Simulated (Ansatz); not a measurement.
## Response to strain in TiO2

Base system: TiO2 in the anatase structure (space group I4_1/amd, No. 141; a = 3.770 Å, c = 9.552 Å).

Strains are applied to the cell and any free atomic positions relax.

Calculations: Ansatz (a first-principles code) PBEsol, no SOC.

Notes on the quantities. energy relative to the base: free energy F.

```csv
isotropic strain (%),energy relative to the base (meV/atom)
-3,64.2
-2.4,40.2
-1.8,22.1
-1.2,?
-0.6,2.4
0,0.0
```

Task: Fit ΔE = Aε² + Bε³ (ε in %) to the rows shown and predict the withheld row.

Result: Least squares on the printed values gives A = 6.36 and B = -0.26 meV/atom (largest residual 0.1 meV/atom); this predicts 9.6 meV/atom, and the run gives 9.6 meV/atom, in agreement.

Stability against distortions was not tested. All final runs are without spin polarisation.
